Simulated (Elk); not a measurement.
Elk run on Pd (Fm-3m, 1 atom in the cell): self-consistent single point.

Level of theory: PBE, all-electron FP-LAPW, Elk's shipped species files, APW+lo basis with extra local orbitals (Elk).

The change in words: lattice scaled by 0.98. Reference geometry:
```
CELL_PARAMETERS angstrom
      0.00000     1.92983     1.92983
      1.92983     0.00000     1.92983
      1.92983     1.92983     0.00000
ATOMIC_POSITIONS crystal
  Pd 0.00000 0.00000 0.00000
```

Reference input (self-consistent single point, DFT, PBE, all-electron FP-LAPW, Elk's shipped species files, APW+lo basis with extra local orbitals): xctype = 20; rgkmax = 8; stype = 0; swidth = 0.00499791 Ha; ngridk = 15 15 15; gmaxvr = 14 1/bohr; nxlo = 2; lorbcnd = true; lmaxi = 3. This run's input differs from it in these lines:

```diff
@@ -28,5 +28,5 @@
 avec
-    0.0000000000    3.6468482774    3.6468482774
-    3.6468482774    0.0000000000    3.6468482774
-    3.6468482774    3.6468482774    0.0000000000
+    0.0000000000    3.5739105181    3.5739105181
+    3.5739105181    0.0000000000    3.5739105181
+    3.5739105181    3.5739105181    0.0000000000
```

Log, with long lists cut:

```
│ Self-consistent loop started │
│ Loop number : 1 │
 total energy                :     -5041.84602973
│ Loop number : 2 │
 total energy                :     -5042.17227396
RMS change in Kohn-Sham potential (target) :   0.1849021079     (  0.1000000000E-05)
Absolute change in total energy (target)   :   0.3262442243     (  0.1000000000E-03)
│ Loop number : 3 │
 total energy                :     -5043.15690413
RMS change in Kohn-Sham potential (target) :   0.1624573322     (  0.1000000000E-05)
Absolute change in total energy (target)   :    1.066191232     (  0.1000000000E-03)
│ Loop number : 4 │
   [... lines left out ...]
Absolute change in total energy (target)   :   0.2351730785E-02 (  0.1000000000E-03)
│ Loop number : 15 │
 total energy                :     -5047.16280732
RMS change in Kohn-Sham potential (target) :   0.5374573235E-06 (  0.1000000000E-05)
Absolute change in total energy (target)   :   0.3956672190E-03 (  0.1000000000E-03)
│ Loop number : 16 │
 total energy                :     -5047.16277499
RMS change in Kohn-Sham potential (target) :   0.1202000770E-06 (  0.1000000000E-05)
Absolute change in total energy (target)   :   0.6659090013E-04 (  0.1000000000E-03)
Convergence targets achieved

│ Loop number : 17 │

Energies :
 Fermi                       :     0.370453869206
 total energy                :     -5047.16277534

Density of states at Fermi energy :    49.60923721
 (states/Hartree/unit cell)

Estimated indirect band gap :   0.1280781107E-02
 from k-point     15 to k-point     62
Estimated direct band gap   :   0.1344520007E-01
 at k-point     63

Charges :
 core                        :    28.00000000
 valence                     :    18.00000000
 interstitial                :   0.9445562791
 muffin-tins (core leakage)
  species :    1 (Pd)
   atom    1                 :    45.05544372     (  0.1001602357E-07)
 total in muffin-tins        :    45.05544372
 total calculated charge     :    46.00755820
 total charge                :    46.00000000
 error                       :   0.7558195700E-02

│ Self-consistent loop stopped │
```

The run converged in 17 iterations. The count includes the last loop, which Elk runs after its targets are met. 

The starting cell has typed, rounded lattice constants, without a prior relaxation at this level. Its lattice was rescaled by a random factor within 2.5 % of one. For this run, on top of that: lattice scaled by 0.98. Spin polarisation is off. Values depend on the basis (sphere radii, cutoffs, local orbitals), which need not be converged. The log's line on a gap gives a spacing of levels on this mesh, which the program prints for metals too.
